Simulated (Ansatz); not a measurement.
Work function of faces of hcp Ru in PBE and in r2SCAN, in Ansatz (plane waves, PAW). Symmetric slabs relaxed with PBE from ideal cuts in 1x1 cells (the lowest computed cut and spin start of each face; real faces may reconstruct in larger cells); r2SCAN values are single points on them, with the bulk at the same level. No spin-orbit coupling, no U.

| face | PBE (eV) | r2SCAN (eV) |
|---|---|---|
| (0001) | 4.99 | 4.99 |
| (10-10) | 4.79 | 4.78 |
| (10-11) | 4.91 | 4.93 |
| (10-12) | 4.58 | 4.58 |
| (10-13) | 4.47 | ? |
| (11-20) | 4.43 | 4.41 |
| (11-21) | 4.38 | 4.37 |
| (11-22) | 4.60 | 4.59 |
| (20-21) | 4.84 | 4.84 |

Task: Fit a straight line y = a·x + b by least squares to the 8 complete rows (x: PBE (eV); y: r2SCAN (eV)).

Result: the means are x̄ = 4.6900 and ȳ = 4.6863; Σ(x − x̄)² = 0.35480 and Σ(x − x̄)(y − ȳ) = 0.36740, so a = 1.036 and b = ȳ − a·x̄ = -0.170. The largest residual is 0.016.

Task: What does the line predict for the withheld row, (10-13), and what did the calculation give?

Result: the line gives 4.46; the calculation gave 4.45, a miss of -0.01, of the size of the fitted rows' scatter and rounding.

Ansatz is a first-principles code.
